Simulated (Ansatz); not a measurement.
ZrTa (model structure, Pmma, No. 51, 4 atoms in the cell), treated with LDA (PAW; Ansatz, an electronic-structure program).

Settings: plane-wave cutoff 520 eV, 12×16×12 k mesh (along the axes of the cell as run), Fermi–Dirac smearing 0.05 eV, scalar-relativistic PAW data made under PBE.

Cell (relaxed at this level):

```
CELL_PARAMETERS angstrom
      4.61708     0.00000     0.00000
      0.00000     3.45768     0.00000
      0.00000     0.00000     4.83911
ATOMIC_POSITIONS crystal
  Ta 0.25000 0.00000 0.80335
  Ta 0.75000 0.00000 0.19665
  Zr 0.25000 0.50000 0.27507
  Zr 0.75000 0.50000 0.72493
```

### Question
What does this level give for the bulk modulus?

### Answer

* **bulk modulus**: 135 GPa

The run finds no gap.

Note: the bulk modulus is −V dP/dV from two relaxed cells at ±2 % in volume; the relaxation could raise the start's symmetry but not lower it, so the cell can be a saddle point.

Spin–orbit coupling is not included.

Static lattice: no zero-point or thermal effects.

The result took around 13 core-minutes (rough).

A model structure was made by putting elements into a prototype or built by hand; it is no filed structure, need not be a known phase, and can be a saddle point held by its symmetry.
